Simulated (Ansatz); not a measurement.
Start from BiAu2 in the cubic Laves (MgCu2 type) structure (space group Fd-3m, No. 227; a = 7.9447 Å).

One thing is altered: cell and atoms relaxed at a pressure of 7.5 GPa.

Levels (all Ansatz, a first-principles code, PAW): PBEsol (420 eV, scalar-relativistic without spin-orbit coupling); PBEsol+SOC (420 eV, noncollinear with spin-orbit coupling).

The geometry is relaxed with PBEsol.

- PBEsol pressure: 7.5 GPa

Problem. What does PBEsol+SOC give at this geometry for the pressure?

Solution. The pressure shrinks by 0.4 GPa (7.5 GPa → 7.1 GPa).

Single points use the geometry relaxed with PBEsol. The spin-orbit shifts are approximate. Load acts through the strain it causes; cell and atoms are relaxed under it. Whether these cells are dynamically stable was not tested. Competing high-pressure phases were not computed.
